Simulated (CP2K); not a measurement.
Band structure of BAs (F-43m, 2 atoms in the cell).

```yaml
crystal:
  lattice:
    - [3.37997, 0.00000, 0.00000]
    - [1.68999, 2.92714, 0.00000]
    - [1.68999, 0.97571, 2.75973]
  atoms:
    - { symbol: B, position: [0.00000, 0.00000, 0.00000] }
    - { symbol: As, position: [0.25000, 0.25000, 0.25000] }
```

Level of theory: PBE, GPW, DZVP-MOLOPT-SR-GTH basis, GTH-PBE potentials (GTH_POTENTIALS) in CP2K 2026.2.

Settings: CUTOFF = 400 Ry; REL_CUTOFF = 40 Ry; SMEAR/METHOD = FERMI_DIRAC; ELECTRONIC_TEMPERATURE = 580.23 K; KPOINTS/SCHEME = MONKHORST-PACK 8 8 8; GAMMA_CENTERED = T; XC_FUNCTIONAL = PBE; B/BASIS_SET = DZVP-MOLOPT-SR-GTH-q3; B/POTENTIAL = GTH-PBE-q3; As/BASIS_SET = DZVP-MOLOPT-SR-GTH-q5; As/POTENTIAL = GTH-PBE-q5; METHOD = GPW; EPS_DEFAULT = 1e-10; EXTRAPOLATION = USE_GUESS.

The starting cell has typed, rounded lattice constants, without a prior relaxation at this level. Values carry the incompleteness of an atom-centred basis.

Predict the gap along the standard path and the places of the band edges.

The gap along the path is 1.25 eV, from Γ to a point between Γ and X; the smallest direct gap on it is 3.34 eV.

Levels in eV from the top of the valence band on the SCF mesh, bands 1 to 5:
```tsv
point	1	2	3	4	5
Γ	-15.37	0.00	0.00	0.00	3.34
X	-11.21	-8.49	-4.03	-4.03	1.48
W	-11.04	-8.03	-5.45	-5.16	5.43
K	-11.25	-8.12	-5.91	-3.44	2.13
L	-12.52	-8.75	-1.78	-1.78	2.72
U	-11.25	-8.12	-5.91	-3.44	2.13
```

Higher empty bands are left out: an atom-centred basis made for the valence describes them poorly.
